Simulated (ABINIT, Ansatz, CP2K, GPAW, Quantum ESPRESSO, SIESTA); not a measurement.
## Code comparison for MgCd₂ (C2/m, 6 atoms in the cell)

Self-consistent single point.

```yaml
crystal:
  lattice:
    - [5.84365, -1.54269, 0.00000]
    - [5.84365, 1.54269, 0.00000]
    - [-2.17098, 0.00000, 7.03542]
  atoms:
    - { symbol: Mg, position: [0.47363, 0.47363, 0.19795] }
    - { symbol: Mg, position: [0.52637, 0.52637, 0.80205] }
    - { symbol: Cd, position: [0.19157, 0.19157, 0.13775] }
    - { symbol: Cd, position: [0.80843, 0.80843, 0.86225] }
    - { symbol: Cd, position: [0.86199, 0.86199, 0.46981] }
    - { symbol: Cd, position: [0.13801, 0.13801, 0.53019] }
```

All programs got the same cell, k-point mesh and kind of occupations (in Ansatz's words: kpoints.mp_grid.grid = 5 5 3; scf.occupations.method = fermi_dirac; scf.occupations.width = 0.1 eV); potentials, basis and cutoffs are each program's usual ones.

| code | model | pressure (GPa) | largest force (eV/Å) | k-points | cutoff |
|---|---|---|---|---|---|
| SIESTA | LDA PW92, numerical atomic orbitals TZP, PseudoDojo LDA standard norm-conserving potentials (rewritten from UPF to PSML) | -3.81 | 0.299 | 38 | grid 350 Ry |
| ABINIT | LDA (PW92), PAW (JTH v2.0 LDA PAW) | -4.06 | 0.075 | 24 | 20 Ha |
| GPAW | LDA (Perdew-Wang 92), GPAW PAW datasets LDA (gpaw-data 1.0.1) | -4.19 | 0.087 | 24 | 800 eV |
| CP2K | LDA (Pade form), GPW, DZVP-MOLOPT-SR-GTH basis, GTH-PADE potentials (GTH_POTENTIALS) | -2.62 | 0.100 | 38 | grid 1000 Ry |
| Ansatz | LDA (PW92), PAW files made with PBE | -3.94 | 0.074 | 24 | default |
| Quantum ESPRESSO | LDA (PZ), GBRV 1.5 ultrasoft (LDA) pseudopotentials | -4.16 | 0.065 | 24 | 40 Ry |

Size of the force on each atom (eV/Å): Sizes of forces hide their directions.

```csv
code,Mg1,Mg2,Cd3,Cd4,Cd5,Cd6
SIESTA,0.069,0.069,0.263,0.263,0.299,0.299
ABINIT,0.053,0.053,0.063,0.063,0.075,0.075
GPAW,0.052,0.052,0.071,0.071,0.087,0.087
CP2K,0.100,0.100,0.074,0.074,0.090,0.090
Ansatz,0.050,0.050,0.062,0.062,0.074,0.074
Quantum ESPRESSO,0.050,0.050,0.052,0.052,0.065,0.065
```

The spread over the programs that give each value: pressure within 1.57 GPa; largest force within 0.234 eV/Å.

The starting cell comes from a database of computed structures (which also holds hypothetical and non-ambient phases and stackings), without a prior relaxation at this level. On Ansatz's run: In the base run, with a pressure of about -4 GPa the cell is away from its equilibrium volume at this level. Without a gap this mesh is coarse (it stands for a supercell whose shortest vector is 15 Å).

Question: Why do the programs differ, and what cannot be compared?

Answer: Differences of this kind can come from the potentials, where these differ, and from what each basis and cutoff leave unconverged. The valence holds different numbers of electrons (SIESTA 100, ABINIT 68, GPAW 68, CP2K 68, Ansatz (an electronic-structure program) 100, Quantum ESPRESSO 68). The zero of total energies and Fermi levels follows the potentials and each program's conventions, so they are not compared here. SIESTA and CP2K use small atom-centred bases, whose incompleteness enters pressures, forces and empty levels differently from a plane-wave cutoff. Ansatz's pressure is given at a fixed set of plane waves, as the other plane-wave codes print theirs. The same LDA comes in different parametrisations, which differ slightly. The programs reduce the same mesh by symmetry to different extents, which changes the work and not the result. In the pressure, CP2K (by 1.49) lies more than 1 GPa from the median of the plane-wave programs. In the force vectors, SIESTA (by 0.224) lies more than 0.08 eV/Å from the median of the plane-wave programs.

The shared mesh is coarse (it stands for a supercell whose shortest vector is 15 Å), so the values are not converged in it.

Left out of this page: Elk and FLEUR (not drawn, or without a comparable value).

Keys are those of Ansatz 0.2.
